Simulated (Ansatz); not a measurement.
# MgO: energy against strain

MgO (rock salt, Fm-3m, 9.290 Å³/atom at rest) under an equal strain ε in the (111) plane with the normal axis free, as in a coherent film. r2SCAN in Ansatz, a plane-wave DFT program (PAW, default set), 500 eV, 13×13×13 Γ-centred mesh, Fermi-Dirac smearing 0.05 eV; ions are relaxed within the symmetry of each cell.

Here s stands for strain and y for E less E0.

```csv
strain (%),E less E0 (meV/atom)
-2.50,?
-1.25,3.89
-0.83,1.70
-0.42,0.43
0.00,0.00
0.42,0.42
0.83,1.63
1.25,3.67
```

Question: Fit y against s with a parabola, and predict the withheld value at s = -2.50.

Answer: Least squares gives y = -0.001 - 0.0695·s + 2.4199·s². Residuals (row less fit): 0.023, -0.024, -0.025, 0.001, 0.023, 0.022, -0.023; standard error 0.029 (degrees of freedom: 4). Twice the quadratic coefficient over the volume, 2 × 2.4199 meV × 10⁴ × 0.1602 / 9.290 Å³, is twice the biaxial elastic modulus of this plane = 835 ± 6 GPa. At the withheld row, y = -0.001 - 0.0695 × (-2.50) + 2.4199 × (-2.50)² = 15.297 meV/atom. The calculation gives 16.03 meV/atom, 0.733 meV/atom above the prediction (4.6 % of the range of y in the table). The row lies outside the fitted rows, so this is an extrapolation. From the scatter of the fitted rows alone, a prediction at this place has a standard error of 0.110 meV/atom, so the miss is 6.7 times that.

One order more, fitted to all 13 runs of the series, follows each within 0.01, so the miss is the next term of a smooth law. Rows are the converged runs of the series near zero and its far end; series whose fitted rows scatter by over a few per cent of the range, as at a crossing or softening among them, aren't shown in this form. Most that stay on the fit to the last digits aren't either.
